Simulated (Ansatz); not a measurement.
The starting structures come from a database of crystals and need not be the phases stable at ambient conditions.

By LDA, the system below comes out a metal.

The ballistic (Sharvin) conductance counts the channels at the Fermi level: G/A = (e²/h) × channels of both spins per area.

Input:

```
CELL_PARAMETERS angstrom
      2.95168     0.00000     0.00000
      0.00000     5.89819     0.00000
      1.47584     0.00000     2.55623
ATOMIC_POSITIONS crystal
  Nb 0.00000 0.50000 0.00000
  Nb 0.00000 0.00000 0.00000
  N  0.66667 0.75000 0.66667
  N  0.33333 0.25000 0.33333
```

Space group of this cell: P6_3/mmc, NiAs type. The cell is taken as given; by LDA its mean pressure is -19.1 GPa.

The current flows along the normal of the first two printed cell vectors, the (100) plane of the conventional cell. No spin-orbit coupling; the value is a mean over 0.1 eV about the Fermi level.

Question: Estimate the ballistic conductance per area that LDA (Ansatz, a quantum-chemistry and plane-wave program) returns for this system.

Answer: 0.52 × 10¹⁵ S/m² for both spins.
